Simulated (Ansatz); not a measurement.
A computed series for Hf3N4: pressure series

Base system: Hf3N4 (space group Fd-3m, No. 227; a = 9.004 Å; a cell from a computed database, its experimental status unchecked).

Cell and atoms are relaxed at each pressure.

Level of theory: plane-wave PAW DFT at the PBEsol level (Ansatz, an electronic-structure program, 420 eV), without spin-orbit coupling.

```csv
pressure (GPa),volume per atom (Å³/atom)
-2,13.153
-1,13.094
0,13.037
0.7,12.998
1.5,?
3,12.871
5,12.765
7.5,12.639
10,12.519
```

Q: Fit the third-order Birch–Murnaghan form P(V) = (3B₀/2)[(V₀/V)^(7/3) − (V₀/V)^(5/3)]·[1 + (3/4)(B₀′ − 4)((V₀/V)^(2/3) − 1)] (squares taken in P) to the rows shown and predict the withheld row.

A: Least squares on the printed values gives V₀ = 13.037 Å³/atom, B₀ = 229 GPa, B₀′ = 3.7; this predicts 12.953 Å³/atom, and the run gives 12.953 Å³/atom, in agreement.

Load acts through the strain it causes; cell and atoms are relaxed under it. No phonon test of stability was made. No other phases were tried under pressure.
